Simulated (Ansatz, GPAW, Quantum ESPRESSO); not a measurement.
**One structure in several programs: SrMg6Sn (P1, 8 atoms in the cell)**

Self-consistent single point, at a second geometry (atoms moved at random). First geometry:

```xyz
8
Lattice="5.2594 0.0000 0.0000 0.0000 3.2787 6.0624 0.0000 -3.2787 6.0624" Properties=species:S:1:pos:R:3 pbc="T T T"
Sr     2.6297     0.0000     8.1344
Mg     2.6297     1.6481     5.0757
Mg     2.6297    -1.6481     5.0757
Mg     0.0000     1.6959     6.9835
Mg     0.0000    -1.6959     6.9835
Mg     0.0000     0.0000     4.0532
Mg     0.0000     0.0000    10.2166
Sn     2.6297     0.0000     1.9764
```

Second geometry:
```yaml
crystal:
  lattice:
    - [5.25936, 0.00000, 0.00000]
    - [0.00000, 3.27868, 6.06243]
    - [0.00000, -3.27868, 6.06243]
  atoms:
    - { symbol: Sr, position: [0.49966, 0.67072, 0.66539] }
    - { symbol: Mg, position: [0.49893, 0.67050, 0.16523] }
    - { symbol: Mg, position: [0.49264, 0.17132, 0.67071] }
    - { symbol: Mg, position: [0.00929, 0.83263, 0.30799] }
    - { symbol: Mg, position: [0.99846, 0.31211, 0.84052] }
    - { symbol: Mg, position: [0.00135, 0.33793, 0.33881] }
    - { symbol: Mg, position: [0.99524, 0.84276, 0.83875] }
    - { symbol: Sn, position: [0.50443, 0.16201, 0.17256] }
```

Shared settings, as Ansatz (a program for electronic structure) writes them: kpoints.mp_grid.grid = 3 3 3; scf.occupations.method = fermi_dirac; scf.occupations.width = 0.1 eV. Potentials and cutoffs stand in the table.

```json
[
 {"code": "Ansatz", "model": "PBEsol, PAW files made with PBE", "ΔF from the first geometry (meV/atom)": "5.0", "pressure (GPa)": "-0.94", "largest force (eV/Å)": "0.326", "cutoff": "420 eV"},
 {"code": "Quantum ESPRESSO", "model": "PBEsol, GBRV 1.5 ultrasoft (PBESOL) pseudopotentials", "ΔF from the first geometry (meV/atom)": "5.0", "pressure (GPa)": "-0.96", "largest force (eV/Å)": "0.328", "cutoff": "40 Ry"},
 {"code": "GPAW", "model": "PBEsol, GPAW PAW datasets PBEsol (made by gpaw-setup)", "ΔF from the first geometry (meV/atom)": "4.9", "pressure (GPa)": "-0.89", "largest force (eV/Å)": "0.326", "cutoff": "850 eV"}
]
```

Size of the force on each atom (eV/Å): Sizes of forces hide their directions.

```tsv
code	Sr1	Mg2	Mg3	Mg4	Mg5	Mg6	Mg7	Sn8
Ansatz	0.221	0.057	0.114	0.260	0.173	0.326	0.031	0.277
Quantum ESPRESSO	0.221	0.057	0.114	0.261	0.174	0.328	0.031	0.277
GPAW	0.224	0.057	0.114	0.258	0.173	0.326	0.032	0.280
```

The spread over the programs that give each value: ΔF from the first geometry within 0.1 meV/atom; pressure within 0.07 GPa; largest force within 0.002 eV/Å.

Ansatz's pressure is given at a fixed set of plane waves, as the other plane-wave codes print theirs.

The shared mesh is coarse (it stands for a supercell whose shortest vector is 16 Å), so the values are not converged in it.

The starting cell comes from a database of computed structures (which also holds hypothetical and non-ambient phases and stackings), without a prior relaxation at this level. For this run, on top of that: atoms moved at random.

Left out of this page: CP2K and SIESTA (unsound by tests on forces, stress, charge or solver warnings).

Keys are those of Ansatz 0.2.
